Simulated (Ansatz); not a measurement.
Data:

```xyz
2
Lattice="0.0000 3.1194 3.1194 3.1194 0.0000 3.1194 3.1194 3.1194 0.0000" Properties=species:S:1:pos:R:3 pbc="T T T"
Cd     0.0000     0.0000     0.0000
Te     1.5597     1.5597     1.5597
```

No spin polarisation.

Computed with DFT with LDA, PAW potentials and a 420 eV plane-wave cutoff in Ansatz (a first-principles code), spin-orbit coupling left out. Γ-centred 9×9×9 mesh, Fermi–Dirac width 0.05 eV.

### Question
Predict the electron mass, hole mass and gap character.

### Answer
- Electron mass = 0.065 mₑ (at Γ)
- Hole mass (degenerate bands, along [100]) = 0.066, 0.42, 0.42 mₑ (at Γ)
- Gap character = direct at Γ

With Te present, leaving out spin-orbit coupling can change the band edges. Load acts through the strain it causes; cell and atoms are relaxed under it. Effective masses come from finite differences of ±0.01 Å⁻¹. Whether these cells are dynamically stable was not tested. Measured, CdTe leaves this structure (for cinnabar) near 3.53 GPa (temperature not stated; as listed in Datta, Sujoy, Jana, Debnarayan, arXiv (2020)), on rising pressure, with hysteresis. The cell was made from CdTe in the zinc blende structure (space group F-43m, No. 216) by this change: pressure 4.5 GPa.
